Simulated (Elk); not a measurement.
Band structure of Sr2CoCl2O2 (I4/mmm, 7 atoms in the cell).

```
Sr2Co(ClO)2
1.0
   -2.04105     2.04105     7.70479
    2.04105    -2.04105     7.70479
    2.04105     2.04105    -7.70479
Sr Co Cl O
2 1 2 2
Direct
  0.39250   0.39250   0.00000
  0.60750   0.60750   0.00000
  0.00000   0.00000   0.00000
  0.82020   0.82020   0.00000
  0.17980   0.17980   0.00000
  0.00000   0.50000   0.50000
  0.50000   0.00000   0.50000
```
Moments meant for the start (each program seeds them in its own way; μB, in the order of the atoms Sr Sr Co Cl Cl O O): 0.0 0.0 3.0 0.0 0.0 0.0 0.0.

Method: LDA (PW92), all-electron FP-LAPW, Elk's shipped species files, default APW+lo basis (Elk).

Settings: spinpol = true; swidth = 0.00183747 Ha; ngridk = 4 4 4; reducebf = 0.7; rmtscf = 0.86; nempty = 12 per atom; maxscl = 100.

The starting cell comes from a database of computed structures (which also holds hypothetical and non-ambient phases and stackings), without a prior relaxation at this level. Its lattice was rescaled by a random factor within 2.5 % of one. With one magnetic atom in the cell only a parallel order is possible. Values depend on the basis (sphere radii, cutoffs, local orbitals), which need not be converged.

Levels in eV from the Fermi level, bands 29 to 36 of the first spin channel:
| point | 29 | 30 | 31 | 32 | 33 | 34 | 35 | 36 |
|---|---|---|---|---|---|---|---|---|
| Γ | -2.33 | -2.33 | -2.13 | -2.12 | 1.92 | 2.80 | 3.07 | 4.13 |
| X | -1.28 | -1.14 | -1.13 | 1.34 | 3.53 | 4.63 | 4.81 | 5.40 |
| Y | -1.29 | -1.15 | -1.15 | 1.30 | 3.54 | 4.60 | 4.83 | 5.35 |
| S | -2.03 | -1.46 | -1.24 | -0.76 | 3.08 | 3.73 | 4.02 | 4.89 |
| Z | -2.29 | -2.29 | -2.14 | -1.98 | 2.15 | 2.64 | 3.19 | 3.72 |
| S1 | -2.03 | -1.46 | -1.24 | -0.76 | 3.08 | 3.73 | 4.02 | 4.89 |
| N | -2.04 | -1.45 | -1.22 | -0.76 | 3.19 | 3.57 | 4.06 | 4.91 |
| P | -1.30 | -1.14 | -1.14 | 1.34 | 3.48 | 4.83 | 5.04 | 5.04 |
| Y1 | -1.29 | -1.15 | -1.15 | 1.30 | 3.54 | 4.60 | 4.83 | 5.35 |

Bands cross the Fermi level along this path, so the cell is metallic at this level.

The net moment of the cell came out as 2.37 μB.
